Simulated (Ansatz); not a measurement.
**Habitual settings against a tight run: Nb3B4 (Immm, 7 atoms in the cell)**

Self-consistent single point.

```
Nb3B4
1.0
   -1.55301     1.63251     6.96716
    1.55301    -1.63251     6.96716
    1.55301     1.63251    -6.96716
Nb B
3 4
Direct
  0.18476   0.68476   0.50000
  0.81524   0.31524   0.50000
  0.00000   0.00000   0.00000
  0.43557   0.43557   0.00000
  0.56443   0.56443   0.00000
  0.36766   0.86766   0.50000
  0.63234   0.13234   0.50000
```

Method: r2SCAN, PAW files made with PBE (plane waves; Ansatz, a quantum-chemistry and plane-wave program).

Base settings: basis.ecutwfc = 500 eV; kpoints.mp_grid.grid = 7 7 7; hamiltonian.xc = r2scan; hamiltonian.pseudopotentials = {kind: paw} (the program's default PAW files); scf.occupations.method = fermi_dirac; scf.occupations.width = 0.1 eV.

Tight run (finer mesh or higher cutoff; not a proven limit): basis.ecutwfc: 500 eV → 700 eV; kpoints.mp_grid.grid: 7 7 7 → 10 10 10; scf.convergence.dr2_threshold: default (1e-07 eV) → 1e-09 eV. It gave Fermi level (on the code's own zero) 18.92 eV; pressure 11.00 GPa; largest force (vector length) 0.184 eV/Å.

Quick runs, as changes from the base:
- A: the base itself
- B: basis.ecutwfc: 500 eV → 250 eV; kpoints.mp_grid.grid: 7 7 7 → 2 2 2
- C: basis.ecutwfc: 500 eV → 400 eV; kpoints.mp_grid.grid: 7 7 7 → 6 6 6
- D: basis.ecutwfc: 500 eV → 295 eV; kpoints.mp_grid.grid: 7 7 7 → 4 4 4; hamiltonian.xc: r2scan → lda [LDA (PW92)]
- E: basis.ecutwfc: 500 eV → 350 eV; kpoints.mp_grid.grid: 7 7 7 → 8 8 8
- F: kpoints.mp_grid.grid: 7 7 7 → 4 4 4

Energies are extrapolated to zero smearing width, which holds to low order in the width alone.

Dashes: energy of D, another energy zero; count of D, another kind of functional, whose work the count does not hold.

† marks runs with another functional, U, potentials or spin treatment: their distance from the tight run is not a convergence error alone.

The count of work is k-points × plane waves × bands × iterations; it is no time. 

Pressures in the table are Ansatz's without its Pulay estimate, at a fixed set of plane waves; the tight run's value above holds the estimate.

The starting cell comes from a database of computed structures (which also holds hypothetical and non-ambient phases and stackings), without a prior relaxation at this level. Its lattice was rescaled by a random factor within 2.5 % of one. Spin polarisation is off. In the base run, with a pressure of about 11 GPa the cell is away from its equilibrium volume at this level.

```
run  energy less tight (meV/atom)  pressure less tight (GPa)  largest miss in a force vector (eV/Å)  count of work / tight
---  ----------------------------  -------------------------  -------------------------------------  ---------------------
A                            -0.1                      -0.04                                  0.024                   0.20
B                           366.8                     -15.69                                  1.649                 0.0055
C                             0.5                      -0.29                                  0.048                   0.10
D†                              –                     -15.04                                  0.154                      –
E                            10.1                      -0.84                                  0.036                   0.17
F                             2.3                      -0.07                                  0.109                  0.057
```

Among the runs at the tight run's level, the energy misses run from 0.1 to 366.8 meV/atom.

Keys are those of Ansatz 0.2.
